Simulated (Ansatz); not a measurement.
# What biaxial strain +1.50 %, plane normal [001], relaxed out of plane does to WC

Take WC (space group P-6m2, No. 187; a = 2.884 Å, c = 2.812 Å; relaxed with 0.1 eV smearing) as the base. Axes: x lies along a and z along c of the hexagonal cell.

Modification: biaxial strain +1.50 %, plane normal [001], relaxed out of plane (Cartesian); in-plane vectors clamped, the third vector and the atoms free.

Method: LDA/PAW in Ansatz (a first-principles code), without spin-orbit coupling. k-mesh 23×23×20 (Γ-centred); smearing 0.1 eV (Fermi–Dirac).

The volume per atom rises by 0.25 Å³ to 10.38 Å³ and the space group remains P-6m2 (No. 187). The shortest interatomic distance grows by 0.014 Å (2.179 Å → 2.193 Å) and the pressure (mean of the normal stresses, compression positive) goes from zero to -8.8 GPa. The band gap is still zero and the out-of-plane strain amounts to -0.56 %. The mean in-plane stress (compression positive) is -13.2 GPa.

Whether these cells are dynamically stable was not tested. The final runs are not spin-polarised.
